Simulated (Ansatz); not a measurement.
Input:

```xyz
2
Lattice="3.3059 0.0000 0.0000 0.0000 3.3059 0.0000 1.6529 -1.6529 2.4448" Properties=species:S:1:pos:R:3 pbc="T T T"
Y      0.0000     0.0000     0.0000
N      1.6529     1.6529     0.0000
```

No spin polarisation.

Method: LDA/PAW in Ansatz (a first-principles code), spin-orbit coupling left out. Γ-centred 12×12×12 mesh, Fermi–Dirac width 0.05 eV.

Question: Predict the band gap and pressure.

Answer: The band gap is zero and the pressure (mean of the normal stresses, compression positive) is 10.2 GPa.

The mesh was chosen for an insulator and is coarse for the gapless case. The cells carry an imposed strain or load. No phonon test of stability was made. The final runs are not spin-polarised. The cell was made from YN in the rock salt structure (space group Fm-3m, No. 225) by this change: biaxial strain −3.00 %, plane normal [001], relaxed out of plane. The zero or small gap of YN can change with the level of theory.
